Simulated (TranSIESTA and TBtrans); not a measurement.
Run with TranSIESTA and TBtrans (open boundaries, self-consistent; PseudoDojo norm-conserving potentials, scalar-relativistic): PAO.BasisSize SZP, PAO.EnergyShift 0.15 eV, XC.Authors PBE, Mesh.Cutoff 150 Ry, ElectronicTemperature 300 K, TS.Voltage 0.0 eV, TBT.Elecs.Eta 0.001 eV, no spin polarisation.

System: butadiene-1,4-diyl held by thiolate S between the apex atoms of two Al(100) rods. Leads: fcc Al rod along [100], layers of 5 and 4 atoms, a = 4.04 Å. Geometry: as built, not relaxed. Transport runs along z; the first 18 and the last 18 of the 79 atoms are the lead cells, repeated to infinity.

```xyz
79
Lattice="14.213 0.000 0.000 0.000 14.213 0.000 0.000 0.000 40.672" Properties=species:S:1:pos:R:3 pbc="F F T"
Al     7.107     7.107     0.000
Al     9.963     7.107     0.000
Al     7.107     9.963     0.000
Al     4.250     7.107     0.000
Al     7.107     4.250     0.000
Al     8.535     8.535     2.020
Al     5.678     8.535     2.020
Al     8.535     5.678     2.020
Al     5.678     5.678     2.020
Al     7.107     7.107     4.040
Al     9.963     7.107     4.040
Al     7.107     9.963     4.040
Al     4.250     7.107     4.040
Al     7.107     4.250     4.040
Al     8.535     8.535     6.060
Al     5.678     8.535     6.060
Al     8.535     5.678     6.060
Al     5.678     5.678     6.060
Al     7.107     7.107     8.080
Al     9.963     7.107     8.080
Al     7.107     9.963     8.080
Al     4.250     7.107     8.080
Al     7.107     4.250     8.080
Al     8.535     8.535    10.100
Al     5.678     8.535    10.100
Al     8.535     5.678    10.100
Al     5.678     5.678    10.100
Al     7.107     7.107    12.120
Al     9.963     7.107    12.120
Al     7.107     9.963    12.120
Al     4.250     7.107    12.120
Al     7.107     4.250    12.120
Al     8.535     8.535    14.140
Al     5.678     8.535    14.140
Al     8.535     5.678    14.140
Al     5.678     5.678    14.140
Al     7.107     7.107    16.160
S      8.524     5.884    17.496
C      8.223     6.946    18.904
C      7.236     6.674    19.755
C      6.977     7.539    20.917
C      5.990     7.267    21.768
S      5.689     8.330    23.176
H      8.860     7.811    19.049
H      6.614     5.803    19.587
H      7.600     8.411    21.085
H      5.354     6.403    21.623
Al     7.107     7.107    24.512
Al     8.535     8.535    26.532
Al     5.678     8.535    26.532
Al     8.535     5.678    26.532
Al     5.678     5.678    26.532
Al     7.107     7.107    28.552
Al     9.963     7.107    28.552
Al     7.107     9.963    28.552
Al     4.250     7.107    28.552
Al     7.107     4.250    28.552
Al     8.535     8.535    30.572
Al     5.678     8.535    30.572
Al     8.535     5.678    30.572
Al     5.678     5.678    30.572
Al     7.107     7.107    32.592
Al     9.963     7.107    32.592
Al     7.107     9.963    32.592
Al     4.250     7.107    32.592
Al     7.107     4.250    32.592
Al     8.535     8.535    34.612
Al     5.678     8.535    34.612
Al     8.535     5.678    34.612
Al     5.678     5.678    34.612
Al     7.107     7.107    36.632
Al     9.963     7.107    36.632
Al     7.107     9.963    36.632
Al     4.250     7.107    36.632
Al     7.107     4.250    36.632
Al     8.535     8.535    38.652
Al     5.678     8.535    38.652
Al     8.535     5.678    38.652
Al     5.678     5.678    38.652
```

Q: Predict: conductance at 300 K (G0 = 2e²/h); thermopower (μV/K); mean T from −0.5 to 0.5 eV.

A: conductance at 300 K (G0 = 2e²/h): 0.013; thermopower (μV/K): -72; mean T from −0.5 to 0.5 eV: 0.035. The leads' channel count changes near 0.03 eV, within the thermal window, so values at the Fermi level hang on where that band edge falls. Semilocal functionals put molecular levels too close to the Fermi level and tend to overestimate such conductances.
